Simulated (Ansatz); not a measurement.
Density of states of Tl2CdSnTe4 (I-42m, 8 atoms in the cell).

```xyz
8
Lattice="-4.3360 4.3360 3.6509 4.3360 -4.3360 3.6509 4.3360 4.3360 -3.6509" Properties=species:S:1:pos:R:3 pbc="T T T"
Tl     0.0000     4.3360     0.0000
Tl     4.3360     0.0000     0.0000
Cd     0.0000     0.0000     3.6509
Sn     0.0000     0.0000     0.0000
Te     1.5631     1.5631     1.7510
Te     1.5631    -1.5631     5.5508
Te     2.7729     2.7729    -1.8999
Te    -1.5631     1.5631     5.5508
```

Method: PBEsol, default PAW files made with PBE (plane waves; Ansatz, an electronic-structure program).

SCF settings: kpoints.mp_grid.grid = 5 5 5; hamiltonian.xc = pbesol; hamiltonian.pseudopotentials = {kind: paw} (the program's default PAW files); scf.occupations.method = fermi_dirac; scf.occupations.width = 0.05 eV. Keys of the DOS step: output.dos.nscf_kmesh.grid = 5 5 5.

The starting cell comes from a database of computed structures (which also holds hypothetical and non-ambient phases and stackings), without a prior relaxation at this level. Spin-orbit coupling is off.

Total DOS (both spins), as means of the tabulated values in each energy bin; the zero is the program's Fermi level or highest filled level, and the curve is cut to this window:

```
E (eV) | states/eV/cell
    -7.75 |  0.00
    -7.25 |  0.00
    -6.75 | ############## 4.04
    -6.25 | #### 1.34
    -5.75 | ########### 3.17
    -5.25 | ########### 3.14
    -4.75 | # 0.31
    -4.25 | ########## 3.01
    -3.75 | ####### 2.19
    -3.25 | ################# 5.02
    -2.75 | ################### 5.65
    -2.25 | ############## 4.28
    -1.75 | ######################## 7.30
    -1.25 | ############################## 8.95
    -0.75 | ######################### 7.36
    -0.25 | # 0.24
     0.25 | # 0.26
     0.75 | ############ 3.47
     1.25 | ##### 1.56
```

The gap on the SCF mesh is 0.50 eV.

Keys are those of Ansatz 0.2.
